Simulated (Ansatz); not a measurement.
Results of G0W0@HSE06 in Ansatz (plane waves, hard PAW, contour deformation) for GeSiC2 (model structure, started from the AlGaN2 type, P-4m2, No. 115, 4 atoms in the cell).

The cell is the one relaxed with PBEsol. Conventional cell: a = 3.1564 Å, b = 3.1564 Å, c = 4.4506 Å, α = 90.00°, β = 90.00°, γ = 90.00°.

The quasiparticle gap at Γ at a fixed k mesh 4×4×2:

| response cutoff | value (eV) |
|---|---|
| 150 eV, 340 empty bands | 2.874 |
| 200 eV, 523 empty bands | 2.932 |
| 250 eV, 731 empty bands | 2.963 |
| 300 eV, 961 empty bands | 2.981 |

Question: Taking the value to converge with the response cutoff E as E^(−3/2), extrapolate from the last two rows.

Answer: With y = y∞ + c/w and weights w = 3953 and 5196 for the last two rows, y∞ = (w2 y2 − w1 y1)/(w2 − w1) = (5196 × 2.981 − 3953 × 2.963)/1243 = 3.038 eV, which lies 0.057 beyond the last row. Successive pairs of rows give 3.040, 3.041, 3.038. The limit also hangs on the law assumed, so its last digits aren't firm.

The other settings are not extrapolated, so this is the limit in one setting alone.

At the last cutoff the smallest gap on this mesh is 2.66 eV, with an edge away from Γ.

Spin–orbit coupling is not included.

Note: filled d or f shells below the valence bands can shift G0W0 gaps through exchange with them, which wasn't tested here. Note: GW on a hybrid start was not checked against another program.

A model structure was made by putting elements into a prototype or built by hand; it is no filed structure, need not be a known phase, and can be a saddle point held by its symmetry.

Ansatz is a program for electronic structure.
